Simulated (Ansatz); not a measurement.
## HfB2: transverse stress against strain

HfB2 (AlB2 type, P6/mmm, 9.959 Å³/atom and stress up to 0.01 GPa in the relaxed cell, c along z) under a strain ε along c (axis z), the other axes held. PBE in Ansatz, a plane-wave DFT program (PAW, default set), 420 eV, 21×21×17 Γ-centred mesh, Fermi-Dirac smearing 0.10 eV; ions are relaxed, or left where forces stay under 0.02 eV/Å, within the symmetry of each cell. Stress is positive for a compressed cell.

Here s stands for strain and y for stress xx.

```csv
strain (%),stress xx (GPa)
-3.00,?
-1.50,1.93
-1.00,1.26
-0.50,0.62
0.00,0.00
0.50,-0.59
1.00,-1.16
1.50,-1.71
```

**Question.** Using a straight line, estimate the missing y at s = -3.00 from the other rows, showing the fit.

**Answer.** Means: s 0, y 0.050. About the means, the sum of products is -8.4850 and the sum of squares of s is 7.0000; the slope is their ratio. Least squares gives y = 0.050 - 1.2121·s. Residuals (row less fit): 0.062, -0.002, -0.036, -0.050, -0.034, 0.002, 0.058; standard error 0.049 (degrees of freedom: 5). The slope gives the elastic constant C13 = about 120 GPa. At the withheld row, y = 0.050 - 1.2121 × (-3.0) = 3.686 GPa. The calculation gives 4.10 GPa, 0.414 GPa above the prediction (7.1 % of the range of y in the table). The row lies outside the fitted rows, so this is an extrapolation. From the scatter of the fitted rows alone, a prediction at this place has a standard error of 0.077 GPa, so the miss is 5.4 times that.

A polynomial of degree 2 through the 12 other runs of the series gives 4.07 there, so most of the miss is curvature that the fit leaves out. In a metal these values are sensitive to mesh and smearing; energies are taken to zero smearing, stresses follow the free energy. Rows are the converged runs of the series near zero and its far end; series whose fitted rows scatter by over a few per cent of the range, as at a crossing or softening among them, aren't shown in this form, nor equations of state whose B0' disagrees with the runs' pressures. Most that stay on the fit to the last digits aren't either.
